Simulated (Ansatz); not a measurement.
System: InSb (model structure, P6₃/mmc, No. 194, 4 atoms in the cell). Method: r²SCAN+rVV10 in Ansatz (PAW).

The input as run:

Ansatz 0.2 input:
```yaml
crystal:
  lattice:
    - [4.1843607192, 0.0000002711, 0.0]
    - [-2.0921805944, 3.6237625459, 0.0]
    - [0.0, 0.0, 7.245343803]
  atoms:
    - { symbol: In, position: [0.0, 0.0, 0.0] }
    - { symbol: In, position: [0.0, 0.0, 0.5] }
    - { symbol: Sb, position: [0.3333333333, 0.6666666667, 0.25] }
    - { symbol: Sb, position: [0.6666666667, 0.3333333333, 0.75] }
basis:
  ecutwfc: 560
  ecutrho_ratio: 4
  xc_grid: 3
kpoints:
  mp_grid: { grid: [18, 18, 10] }
hamiltonian:
  xc: r2scan
  dispersion: rvv10
  pseudopotentials: { kind: paw }
scf:
  occupations: { method: fermi_dirac, width: 0.05 }
output:
  forces: true
  stress: true
  eigenvalues: true
relax:
  f_tol: 0.004
  escape_saddle: false
  max_steps: 80
  cell: { stress_tol: 0.02, fix: [volume] }
```

Output (set-up and result lines):

```
Relaxation: its limit of steps is 80 (relax.max_steps)
Crystal: 4 atoms, lattice volume = 109.862 Å³
Basis set: ecut = 560 eV, 3219 PW (Γ), exchange–correlation on 108×108×180 points (27 copies of the dense FFT grid, shifted against one another)
Bands: 34, of which v1, the nominal top of the filled ones, is band 28 counted from 1 (27 counted from 0)
Symmetry: 24 space group operations
Space group: P63/mmc (ITA 194), of the structure as read, at distance tolerance 4.8e-5 Å
k-points: 222 of 3240
Functional: x = r2scan, c = r2scan + rvv10(b = 11.95, C = 0.0093); τ floored in thin density (d = 2e-4 eV/Å³)
SCF iter   1: F=—  HF=-24214.278322 eV  |F-HF|=—  |Δ(HF+E_count)|=         —  Δρ=6.40e-3  dr2=2.00e-2  dr2_τ=6.62e-3
SCF iter   2: F=—  HF=-24214.311876 eV  |F-HF|=—  |Δ(HF+E_count)|=   3.36e-2  Δρ=3.11e-3  dr2=5.23e-3  dr2_τ=1.29e-4
  ...
SCF 1 converged in 7 iterations: F = -24214.312642 eV  dr2 = 9.18e-8
Crystal: 4 atoms, lattice volume = 109.862 Å³
Basis set: ecut = 560 eV, 3245 PW (Γ), exchange–correlation on 108×108×180 points (27 copies of the dense FFT grid, shifted against one another)
Initial density: handed on by an earlier stage of this run
SCF 2 converged in 5 iterations: F = -24214.312790 eV  dr2 = 1.10e-8
Crystal: 4 atoms, lattice volume = 109.862 Å³
SCF iter   5: F=—  HF=-24214.312791 eV  |F-HF|=—  |Δ(HF+E_count)|=  3.27e-11  Δρ=1.05e-7  dr2=1.08e-11  dr2_τ=3.19e-13
SCF iter   6: F=-24214.312791 eV  HF=-24214.312791 eV  |F-HF|=0.00e0  |Δ(HF+E_count)|=  7.28e-12  Δρ=1.91e-8  dr2=3.76e-13  dr2_τ=1.85e-14
SCF 3 converged in 6 iterations: F = -24214.312791 eV  dr2 = 3.76e-13
SCF converged after 6 iterations
Free energy (F): -24214.312791 eV
Internal energy: -24214.297817 eV  (E = F + TS)
E sigma→0 (E₀):  -24214.305304 eV
Fermi energy:    9.982261 eV
--- Stress (GPa, compression-positive) ---
        1.183985       0.000000      -0.000000
        0.000000       1.183985       0.000000
       -0.000000       0.000000       1.197834
  P = ⅓ Tr σ = 1.1886 GPa (11.886 kbar)
```

The cell is one volume of an energy–volume scan, off the minimum.

The PAW data were made under PBE.

Note: the relaxation could raise the start's symmetry but not lower it, so the cell can be a saddle point.

The result took very roughly 5 core-minutes.

A model structure was made by putting elements into a prototype or built by hand; it is no filed structure, need not be a known phase, and can be a saddle point held by its symmetry.

Ansatz is a quantum-chemistry and plane-wave program.
